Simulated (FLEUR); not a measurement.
Equation of state of zinc-blende CdTe (space group 216): energy against volume (FLEUR, LDA)

```yaml
crystal:
  lattice:
    - [0.00000, 3.11399, 3.11399]
    - [3.11399, 0.00000, 3.11399]
    - [3.11399, 3.11399, 0.00000]
  atoms:
    - { symbol: Cd, position: [0.00000, 0.00000, 0.00000] }
    - { symbol: Te, position: [0.75000, 0.75000, 0.75000] }
```

Method of the run: FLEUR with LDA (Perdew-Zunger), all-electron FLAPW (FLEUR), scalar-relativistic valence. Settings: Kmax = 4.79 1/bohr; GmaxXC = 14.4 1/bohr; xcFunctional = pz; jspins = 1; l_soc = F; mode = hist; fermiSmearingEnergy = 0.00036749 Htr; mesh (inpgen div1-3) = 9 9 9; inpgen gamma flag = false; Gmax = 14.4 1/bohr; numbands = 0; maxIterBroyd = 25; imix = Anderson; alpha = 0.05; precondParam = 0; minDistance = 1e-05 me/bohr^3. The cell above is the first row's. The rows scale it uniformly. In all rows fractional positions and the k mesh are held. E is the free energy at the stated smearing, counted from the lowest row.

| V (Å^3/atom) | E (meV/atom) |
|---|---|
| 30.1960 | ? |
| 30.8525 | 21.83 |
| 31.5089 | 9.85 |
| 32.1654 | 2.76 |
| 32.8218 | 0.00 |
| 33.4782 | 1.11 |
| 34.1347 | 5.68 |
| 34.7911 | 13.30 |
| 35.4475 | 23.66 |

Question: Fit E against V with the third-order Birch-Murnaghan form, a cubic in V^(-2/3), and predict the withheld value at V = 30.1960.

Answer: With u = V^(-2/3) - 0.0970, the rows have u = 0.0046576, 0.0032408, 0.0018722, 0.0005495, -0.0007298, -0.0019681, -0.0031672, -0.0043292. Least squares gives E = 0.028 - 669.7·u + 1126708·u² + 4735933·u³. Residuals (row less fit): 0.001, -0.002, 0.005, -0.001, -0.005, 0.006, -0.001, 0.000; standard error 0.005 (degrees of freedom: 4). Its minimum lies at u = 0.0002966, so V0 = (0.0972966)^(-3/2) = 32.95. There d²E/du² = 2262000 and d³E/du³ = 2.842e7, so B0 = (4/9) × 32.95^(-7/3) × 2262000 × 0.160218 = 46.3 GPa (the last factor turns the table's units into GPa), and B0' = 4 + (2/3) × 0.0972966 × (2.842e7)/2262000 = 4.8. At the withheld row, u = 0.0061257, so E = 0.028 - 669.7 × 0.0061257 + 1126708 × 0.0061257² + 4735933 × 0.0061257³ = 39.293 meV/atom. The calculation gives 39.29 meV/atom, which the fit meets to the printed digits. The row lies outside the fitted rows, so this is an extrapolation. From the scatter of the fitted rows alone, a prediction at this place has a standard error of 0.015 meV/atom, so the miss is 0.2 times that.

Carrying the step between the two nearest rows on in a straight line would have given 33.81, off by 5.48; series whose last step already gives the withheld value aren't shown. The scan was laid around a cell of about the measured size, scaled by a guess for this functional. The runs keep the symmetry of the cell, so they don't test it for distortions. Values depend on the basis (sphere radii, cutoffs, local orbitals), which need not be converged. Spin-orbit coupling is off. Cutoffs and mesh are single choices, not tested for convergence of this quantity. Series with a scatter that would blur these digits, or in which a gap closes, are not shown. Nor are scans whose minimum lies at an end fitted in this form.
